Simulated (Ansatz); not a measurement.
Start from WC (space group P-6m2, No. 187; a = 2.8991 Å, c = 2.8268 Å; relaxed with 0.1 eV smearing).

Computed with PBEsol/PAW in Ansatz (a first-principles code), without spin-orbit coupling.

Base values:

```
Property    Value
--------  -------
Pressure  0.0 GPa
Band gap     zero
```

Modification: an isotropic linear strain of +1.50 %, atoms relaxed at fixed cell.

Problem. Predict the new energy relative to the base, pressure and band gap.

Solution. The energy goes up by 25 meV/atom; the pressure (mean of the normal stresses, compression positive) goes from zero to -16.7 GPa; the band gap stays zero.

No phonon test of stability was made. The final runs are not spin-polarised.
